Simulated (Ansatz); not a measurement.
Take Zr in the hcp (Mg type) structure (space group P6_3/mmc, No. 194; a = 3.244 Å, c = 5.158 Å; relaxed with 0.1 eV smearing) as the base.

Computed with Ansatz (a first-principles code), r2SCAN, PAW, cutoff 500 eV, without spin-orbit coupling.

For the base:

| Quantity | Result |
|---|---|
| Pressure | 0.0 GPa |

The change: every lattice vector is stretched by 4.03 %, atoms relaxed at fixed cell.

Problem. Estimate the effect on the energy relative to the base.

Solution. The energy rises by 93 meV/atom.

Problem. What happens to the pressure?

Solution. The pressure (mean of the normal stresses, compression positive) goes from zero to -9.2 GPa.

The cells carry an imposed strain or load. Stability against distortions was not tested. The final runs are not spin-polarised.
